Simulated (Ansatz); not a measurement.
Results of PBEsol (plane waves, PAW; Ansatz, an electronic-structure program) for BBi (model structure, started from the zincblende type, F-43m, No. 216, 2 atoms in the cell).

Run with plane-wave cutoff 520 eV, 18×18×18 k mesh, Fermi–Dirac smearing 0.05 eV, scalar-relativistic PAW data made under PBE.

Cell (relaxed with PBEsol):

```cif
data_B4Bi4
_chemical_formula_sum 'Bi4 B4'
_space_group_name_H-M_alt 'F-43m'
_space_group_IT_number 216
_space_group_name_Hall 'F -4 2 3'
_cell_length_a 5.45633
_cell_length_b 5.45633
_cell_length_c 5.45633
_cell_angle_alpha 90.000
_cell_angle_beta 90.000
_cell_angle_gamma 90.000
loop_
_atom_site_label
_atom_site_type_symbol
_atom_site_symmetry_multiplicity
_atom_site_Wyckoff_symbol
_atom_site_fract_x
_atom_site_fract_y
_atom_site_fract_z
_atom_site_occupancy
Bi1 Bi 4 c 0.25000 0.25000 0.25000 1
B1 B 4 a 0.00000 0.00000 0.00000 1
```
(The calculation used a cell of 2 atoms; values per cell refer to that cell.)

Q: Estimate the band gap that the calculation returns.

A: 
band gap: 0.44 eV (on the SCF k mesh)

Note: the relaxation could raise the start's symmetry but not lower it, so the cell can be a saddle point.

Spin–orbit coupling is not included; with these elements it can move the gap by several tenths of an eV or more.

Computed values are for the static lattice.

The result took very roughly 10 core-seconds.

A model structure was made by putting elements into a prototype or built by hand; it is no filed structure, need not be a known phase, and can be a saddle point held by its symmetry.
